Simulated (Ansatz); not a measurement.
C (Imma), r2SCAN, rigid bands (Ansatz, a program for electronic structure): Condition of this run: uniaxial stress along [110] of -11 GPa (compression positive) (the target of the relaxation). band gap 4.18 eV, N_c = 1.82e19 cm⁻³ and N_v = 9.00e18 cm⁻³ at 300 K, conductivity masses along y (a = (0.01, 1.79, 1.77) Å; b = (1.79, 0.01, 1.77) Å; c = (1.79, 1.79, 0.00) Å) of 0.281 mₑ (electrons) and 0.412 mₑ (holes). Take k_BT = 0.02585 eV.

Q: What thermal injection velocity √(2k_BT/πm) limits a ballistic channel along the direction named?

A: 1.01e7 cm/s for electrons and 8.38e6 cm/s for holes, a ratio of √(m_h/m_e) = 1.21, for dilute carriers.

Q: What built-in voltage has an abrupt junction with N_A = 1e16 and N_D = 1e17 cm⁻³, all dopants ionised?

A: V_bi = E_g/e − (k_BT/e) ln(N_c N_v/(N_A N_D)) = 4.18 − 0.02585 × 12.01 = 3.87 V. It follows the computed gap one for one.

Q: Find the intrinsic carrier density and the intrinsic Fermi level.

A: n_i = √(N_c N_v) exp(−E_g/2k_BT) = 1.28e19 × exp(−80.84) = 9.9e-17 cm⁻³. The level lies (k_BT/2) ln(N_v/N_c) = -9 meV from mid-gap (positive towards the conduction band). Each 0.1 eV added to the gap lowers n_i by a factor of 6.9.

Rigid, parabolic bands with the computed gap; masses take one relaxation time for all states. Spin-orbit coupling is left out. Geometry: cell and atoms relaxed with PBEsol.
